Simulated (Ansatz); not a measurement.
A computed series for GaS: point defects

Take an 8-atom supercell of GaS in the beta-GaS type structure (space group P6_3/mmc, No. 194; layered, stacked along the Cartesian z axis) at its relaxed geometry as the base.

```xyz
8
Lattice="3.5908 0.0000 0.0000 -1.7954 3.1097 0.0000 -1.7954 -3.1097 15.4499" Properties=species:S:1:pos:R:3 pbc="T T T"
Ga     0.0000     2.0732     2.6383
Ga     0.0000    -2.0732    10.3633
Ga     0.0000    -2.0732    12.8116
Ga     0.0000     2.0732     5.0866
S      1.7954    -1.0366     9.2752
S      1.7954     1.0366     1.5503
S     -1.7954     1.0366     6.1747
S     -1.7954    -1.0366    13.8997
```

One neutral defect a cell, atoms relaxed at fixed cell.

The values are results of DFT with PBE-D3(BJ), PAW potentials and a 420 eV plane-wave cutoff in Ansatz (a quantum-chemistry and plane-wave program), no SOC, earlier PAW set, not measurements.

```csv
case,pressure,largest displacement of a host atom from its site in the perfect cell
perfect supercell,0.0 GPa,–
"S interstitial (started 2.41 Å from the nearest host atom), symmetric start",0.9 GPa,0.45 Å
W on a S site,-2.9 GPa,0.73 Å
Si on a S site,___,___
```

What belongs in the blanks?


- Si on a S site, pressure: -0.9 GPa
- Si on a S site, largest displacement of a host atom from its site in the perfect cell: 0.09 Å

Other magnetic orders, which the real material may have, were not ruled out. The cell is small, so the values are those of an ordered compound at a high defect concentration; dilute-limit values will differ. The mesh was chosen for an insulator and is coarse for the gapless case. Defects with a symmetric start kept the site's symmetry and may sit on a saddle; the others started slightly shaken. Starting moments died away, wholly or in part, for S interstitial (started 2.41 Å from the nearest host atom), W on a S site and Si on a S site; another magnetic solution may exist. The program warned that a D3 coordination switch lies within reach, so dispersion energies are less smooth here.
